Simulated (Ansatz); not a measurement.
Take ZrS₂ in the CdI2 type structure (space group P-3m1, No. 164; layered, stacked along the Cartesian z axis) as the base.

```
CELL_PARAMETERS angstrom
      3.67430     0.00000     0.00000
     -1.83715     3.18204     0.00000
      0.00000     0.00000     5.86030
ATOMIC_POSITIONS crystal
  Zr 0.00000 0.00000 0.00000
  S  0.33333 0.66667 0.24615
  S  0.66667 0.33333 0.75385
```

Cartesian axes are those of the cell as printed.

Computed with DFT with r2SCAN+rVV10, PAW potentials and a 500 eV plane-wave cutoff in Ansatz (a program for electronic structure), without spin-orbit coupling.

Before the change:

Band gap: 1.17 eV
Shortest interatomic distance: 2.565 Å

One thing is altered: uniaxial stress, 2 GPa compression along x; all other stress components relax to zero.

Q: How does this affect the band gap, strain response and shortest interatomic distance?

A: The band gap drops by 0.07 eV, from 1.17 eV to 1.10 eV; the strain response (xx, yy, zz) comes out as (−1.42, +0.28, +0.26) %; the shortest interatomic distance decreases by 0.0085 Å (2.565 Å → 2.557 Å).

Beyond what the load breaks, stability against distortions was not tested.
